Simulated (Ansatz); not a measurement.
A periodic model of amorphous IGZO (In6Ga12Zn9O35):

```xyz
62
Lattice="9.1596 0.0000 0.0000 0.0000 9.1596 0.0000 0.0000 0.0000 9.1596" Properties=species:S:1:pos:R:3 pbc="T T T"
In     3.8698     4.4901     1.7539
In     5.5284     6.3842     7.5701
In     8.4640     0.4841     2.2240
In     8.6696     2.6718     8.4140
In     5.7794     0.4499     8.6737
In     6.7579     6.8959     1.4125
Ga     0.1542     6.0409     0.1163
Ga     1.8800     4.2980     5.0160
Ga     8.3852     7.9091     4.7238
Ga     5.8693     0.1646     5.3689
Ga     8.4047     2.5091     4.8010
Ga     2.0983     7.4478     6.4587
Ga     6.6127     3.1445     1.7165
Ga     3.9369     6.7353     4.3315
Ga     4.7234     0.4787     2.4811
Ga     3.1797     1.4833     6.5669
Ga     6.6497     5.0723     4.2740
Ga     2.4275     1.3175     0.4414
Zn     8.5180     5.4076     6.6525
Zn     9.1382     8.5166     8.1070
Zn     4.5289     3.0703     4.2006
Zn     0.9239     3.4166     2.2409
Zn     3.2526     7.1033     0.4368
Zn     1.9366     0.4877     3.8352
Zn     6.1550     3.1236     6.9037
Zn     2.4847     4.2122     8.1548
Zn     1.3452     6.5730     2.9102
O      0.5613     8.2523     3.4404
O      4.9273     1.8281     5.7416
O      7.4937     6.0113     8.6466
O      0.4883     5.3087     1.7829
O      6.0185     4.9128     1.8072
O      9.1588     7.4047     6.3623
O      2.0716     6.2095     4.8620
O      7.8857     2.1415     6.5419
O      8.3676     2.5372     1.3824
O      3.2930     6.5291     2.3867
O      6.3850     2.5300     8.8109
O      4.9282     2.3819     2.3126
O      4.6760     8.5824     4.0577
O      4.7863     5.0757     4.2568
O      3.9525     5.2376     8.8215
O      3.7215     0.9926     8.2826
O      0.8290     1.0361     8.6413
O      6.5897     4.9699     6.2535
O      7.3060     6.7119     3.7077
O      2.6606     3.6164     3.4765
O      7.4862     0.3954     4.4215
O      8.6013     7.9762     0.8171
O      1.6732     7.1694     8.3819
O      2.3376     3.1486     0.7525
O      3.9815     7.1011     6.2753
O      5.1135     7.6376     0.1432
O      2.1866     0.1408     5.7699
O      0.5133     4.5385     8.0710
O      6.9643     3.2754     3.8043
O      6.3863     8.5134     6.9508
O      2.9002     0.3430     1.9842
O      0.5160     1.8571     3.5549
O      6.3747     0.1171     1.6617
O      2.6225     3.2673     6.4271
O      0.0391     4.2681     5.0992
```

All values below come from PBE, scalar-relativistic without spin-orbit coupling (plane waves to 420 eV, PAW; Ansatz, a quantum-chemistry and plane-wave program). The usual formal charges leave 2 electrons over, so the level spacing at the Fermi energy parts defect or band states and needn't be the band gap.

The cell was made by melting and quenching with the CHGNet potential and then relaxed with DFT. O atoms were pushed apart under 1.9 Å during the dynamics, to hinder bonds among them. The hot cell started wider than the set density and was brought back towards it in steps. It is the lowest in DFT energy of 2 quenches. It is a model cell: composition and starting density were chosen by hand, and all elements were melted together. No dispersion term was used. Its density started from a set value of 5.78 and ended at 5.78 g/cm³. The quench (nominally 260 K/ps over its main leg) was far faster than any real one, so the model tends to hold more defects than a real film. A cell of this size samples the disorder only roughly. The volume was held where the preparation left it, at a PBE pressure of 1.5 GPa. Stress components on the final sampling reach 3.1 GPa.

Cut-offs for bonds: In-In 3.12 Å, In-Ga 2.90 Å, In-Zn 2.90 Å, In-O 2.86 Å, Ga-Ga 2.68 Å, Ga-Zn 2.68 Å, Ga-O 2.42 Å, Zn-Zn 2.68 Å, Zn-O 2.60 Å, O-O 1.58 Å. Two cations that share two anions don't count as bonded, nor two that share one unless they lie closer than In-In 3.04 Å, In-Ga 2.82 Å, In-Zn 2.82 Å, Ga-Ga 2.61 Å, Ga-Zn 2.61 Å, Zn-Zn 2.61 Å.

Problem. Give the coordination numbers, mean bond lengths and angles.

Solution. 
```yaml
Mean coordination of In by anions: 5.83 (2 with 5, 3 with 6, 1 with 7)
Mean coordination of Ga by anions: 4.42 (7 with 4, 5 with 5)
Mean coordination of Zn by anions: 4.33 (6 with 4, 3 with 5)
Mean coordination of O: 3.63 (13 with 3, 22 with 4)
Mean Ga-O bond: 1.940 Å (spread 0.099 Å, 53 counted)
Mean Zn-O bond: 2.052 Å (spread 0.104 Å, 39 counted)
Mean In-O bond: 2.247 Å (spread 0.119 Å, 35 counted)
Bond angle at In: mean 102.7°, spread 27.2°
Bond angle at Ga: mean 107.8°, spread 20.5°
Bond angle at Zn: mean 105.9°, spread 20.8°
Bond angle at O: mean 111.0°, spread 17.3°
```

Problem. List the pairs of like atoms that count as bonded by the rules above.

Solution. There are none by these rules.
